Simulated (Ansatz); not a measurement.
Ansatz (a first-principles code) run on MgTe (F-43m, 2 atoms in the cell): self-consistent single point.

Method: LDA (PW92), default PAW files made with PBE (plane waves; Ansatz).

The change in words: lattice scaled by 0.98; basis.ecutwfc: 30.9 Ry → 16.9 Ry. Reference geometry:
```
CELL_PARAMETERS angstrom
      0.00000     3.22605     3.22605
      3.22605     0.00000     3.22605
      3.22605     3.22605     0.00000
ATOMIC_POSITIONS crystal
  Mg 0.00000 0.00000 0.00000
  Te 0.25000 0.25000 0.25000
```

Reference input (self-consistent single point, DFT, LDA (PW92), plane waves, default PAW files made with PBE): basis.ecutwfc = 30.9 Ry; kpoints.mp_grid.grid = 7 7 7; hamiltonian.xc = lda; hamiltonian.pseudopotentials = {kind: paw} (the program's default PAW files); scf.occupations.method = fermi_dirac; scf.occupations.width = 0.0037 Ry. This run's input differs from it in these lines:

Ansatz 0.2 input:
```diff
@@ -2,5 +2,5 @@
   lattice:
-    - [0.00000000, 3.22605000, 3.22605000]
-    - [3.22605000, 0.00000000, 3.22605000]
-    - [3.22605000, 3.22605000, 0.00000000]
+    - [0.00000000, 3.16152900, 3.16152900]
+    - [3.16152900, 0.00000000, 3.16152900]
+    - [3.16152900, 3.16152900, 0.00000000]
   atoms:
@@ -9,3 +9,3 @@
 basis:
-  ecutwfc: 30.9 Ry
+  ecutwfc: 16.9 Ry
 kpoints:
```

Output, abridged:

```
SCF iter   1: F=—  HF=-8728.106755 eV  |F-HF|=—  |Δ(HF+E_count)|=         —  Δρ=2.00e-2  dr2=9.45e-2  ethr=1.77e-3  ⟨swp⟩=5.5  Hψ=1806  notcnv=0
all-band conjugate gradients solve this SCF's bands
preconditioner: auto → none
SCF iter   2: F=—  HF=-8727.982225 eV  |F-HF|=—  |Δ(HF+E_count)|=   1.25e-1  Δρ=6.93e-3  dr2=1.10e-2  ethr=3.64e-4  ⟨swp⟩=2.0  Hψ=820  notcnv=0
SCF iter   3: F=—  HF=-8727.972901 eV  |F-HF|=—  |Δ(HF+E_count)|=   9.32e-3  Δρ=1.30e-3  dr2=9.11e-4  ethr=4.23e-5  ⟨swp⟩=2.0  Hψ=679  notcnv=0
SCF iter   4: F=—  HF=-8727.972495 eV  |F-HF|=—  |Δ(HF+E_count)|=   4.06e-4  Δρ=3.68e-4  dr2=5.44e-5  ethr=3.50e-6  ⟨swp⟩=2.0  Hψ=520  notcnv=0
SCF iter   5: F=—  HF=-8727.972489 eV  |F-HF|=—  |Δ(HF+E_count)|=   5.83e-6  Δρ=3.49e-5  dr2=8.63e-7  ethr=2.09e-7  ⟨swp⟩=2.0  Hψ=521  notcnv=0
SCF iter   6: F=-8727.972489 eV  HF=-8727.972489 eV  |F-HF|=1.99e-9  |Δ(HF+E_count)|=   2.32e-7  Δρ=3.13e-6  dr2=5.26e-9  ethr=3.85e-10  ⟨swp⟩=5.5  Hψ=1422  notcnv=0
SCF 1 converged in 6 iterations: F = -8727.972489 eV  dr2 = 5.26e-9
Free energy (F): -8727.972489 eV
Internal energy: -8727.972489 eV  (E = F + TS)
E sigma→0 (E₀):  -8727.972489 eV
Fermi energy:    5.943528 eV
--- Forces (eV/Å), atoms counted from 1 ---
  atom   1  Mg     0.00000000    -0.00000000     0.00000000
  atom   2  Te     0.00000000    -0.00000000     0.00000000
--- Stress (GPa, compression-positive) ---
        0.988976       0.000000      -0.000000
        0.000000       0.988976       0.000000
        0.000000       0.000000       0.988976
  P = ⅓ Tr σ = 0.9890 GPa (9.890 kbar)
  The stress holds the Pulay correction. Without it, at fixed plane waves, as pw.x and ABINIT print it: P = -42.8374 GPa
```

The run converged in 6 iterations. Against the reference run the free energy rises by 1.25 eV/atom, the pressure goes from -1.39 to 0.99 GPa and the gap on the mesh goes from 2.207 to 2.445 eV.

The starting cell has typed, rounded lattice constants, without a prior relaxation at this level. Its lattice was rescaled by up to half a per cent. For this run, on top of that: lattice scaled by 0.98. Spin-orbit coupling is off. Ansatz's pressure includes its estimate of the finite-basis (Pulay) stress. Without the estimate this run gives -42.84 GPa. The cutoff lies below the one recommended for these files.
